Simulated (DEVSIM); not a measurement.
System: GaSb p-n junction from an implanted or diffused profile, at 300 K.

```csv
layer (left to right),material,thickness (μm),Nd (cm⁻³),τn (s),τp (s)
1,GaSb,18.0,1.5e15,3.7e-9,3.7e-9
```

Added acceptor profile: 7.3e16 cm⁻³ × exp(−(x − 0.061 μm)²/(2·(0.033 μm)²)). Left contact: ohmic. Right contact: ohmic. Voltage is applied to the left contact. Recombination: SRH at mid-gap. Mobility is μmin + (μ − μmin)/(1 + (N/Nref)^α).

Constants are typed, rounded textbook-type inputs, not results; the design itself was drawn at random and stands for no fabricated device. Values at 300 K.

```tsv
parameter	GaSb
gap (eV)	0.726
affinity (eV)	4.06
permittivity	15.7
Nc (cm⁻³)	2.1e17
Nv (cm⁻³)	1.8e19
μn (cm²/Vs)	5000
μp (cm²/Vs)	850
μn,min	1000
μp,min	190
Nref,n	2.8e17
Nref,p	9e17
αn	1.05
αp	0.65
```

DEVSIM, 1D drift-diffusion, Boltzmann statistics, complete ionisation; no tunnelling, impact ionisation, image-force lowering or self-heating.

### Question
Give the small-signal capacitance in reverse bias (quasi-static).

### Answer

```tsv
V (V)	C (nF/cm²)
-0.1	18.4
-0.25	16.0
-0.5	13.5
-0.75	11.9
-1	10.8
-1.5	9.25
-2	8.23
-2.5	7.48
-3.25	6.67
-4	6.07
-5	5.48
```
